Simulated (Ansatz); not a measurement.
Start from Sc in the hcp (Mg type) structure (space group P6_3/mmc, No. 194; a = 3.329 Å, c = 5.192 Å).

All numbers come from DFT with r2SCAN, PAW potentials and a 500 eV plane-wave cutoff in Ansatz (a program for electronic structure), without spin-orbit coupling.

Base values:

* **c/a ratio**: 1.559
* **Volume per atom**: 24.92 Å³

It is then changed as follows: hydrostatic tension (pressure −2 GPa).

Task: Predict the new c/a ratio.

Result: The c/a ratio increases by 0.005 to 1.564.

Task: How does this affect the volume per atom?

Result: The volume per atom goes up by 0.98 Å³ (24.92 Å³ → 25.90 Å³).

Load acts through the strain it causes; cell and atoms are relaxed under it. No phonon test of stability was made. All final runs are without spin polarisation.
